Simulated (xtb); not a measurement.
xtb 6.7.1, GFN2-xTB: Cd(OH)(nacnac) (CC1=CC(C)=[N](C)->[Cd]([OH])[N]1C), 25 atoms. The geometry is a generated start, not checked to be a minimum at this level.

```
Property                                                                                                        Value
------------------------  -------------------------------------------------------------------------------------------
method                                                                                                       GFN2-xTB
--acc                                                                                                     1 (default)
--etemp (K)                                                                                             300 (default)
detailed input (--input)  none: ANC optimiser, Lindh (1995) Hessian, microcycle=20, maxdispl=1.0, hlow=0.01 (default)
basis functions                                                                                                    58
valence electrons                                                                                                  60
```

```xyz
25

Cd    -0.3275    -0.8025    -1.7621
O     -0.6632    -1.4297    -3.5703
H      0.1319    -1.4738    -4.1067
C      2.5487     1.0351     1.0195
C      1.2963     0.4879     0.3732
C      0.1835     0.3784     1.2120
C     -1.1372    -0.0490     1.0072
C     -2.0433     0.0642     2.2177
N     -1.5998    -0.5163    -0.1303
C     -2.9843    -0.9264    -0.2970
N      1.3205     0.1734    -0.9099
C      2.5447     0.3768    -1.6633
H      2.4073     1.1801     2.0859
H      3.3843     0.3520     0.8726
H      2.8151     1.9954     0.5788
H      0.3752     0.7091     2.2223
H     -1.4977     0.4596     3.0681
H     -2.8763     0.7336     2.0091
H     -2.4403    -0.9116     2.4938
H     -3.4444    -0.3131    -1.0789
H     -3.0117    -1.9688    -0.6312
H     -3.5819    -0.8368     0.6102
H      3.3383    -0.3110    -1.3391
H      2.9198     1.4003    -1.5598
H      2.3421     0.1933    -2.7218
```

Charge 0 and multiplicity 1 are set for this test and not shown to be the ground state.

The structure is relaxed from this start with --opt LEVEL for the levels crude, sloppy, loose, lax, normal, tight, vtight, extreme, once each. Up to the end of the extreme run atoms move by at most 1.0 Å along an axis.

Choose the cheapest level whose final energy lies within 20 meV of that of extreme.

normal: 36 cycles against 67, ending 0.54 meV above.

| level | cycles | energy above the extreme run (meV) | gradient norm (eV/Å) |
|---|---|---|---|
| crude | 1 | 87 | 0.13 |
| sloppy | 1 | 87 | 0.13 |
| loose | 1 | 87 | 0.13 |
| lax | 1 | 87 | 0.13 |
| normal | 36 | 0.54 | 0.025 |
| tight | 42 | 0.21 | 0.0096 |
| vtight | 65 | under 0.01 | 0.00089 |
| extreme | 67 | — | 0.00075 |
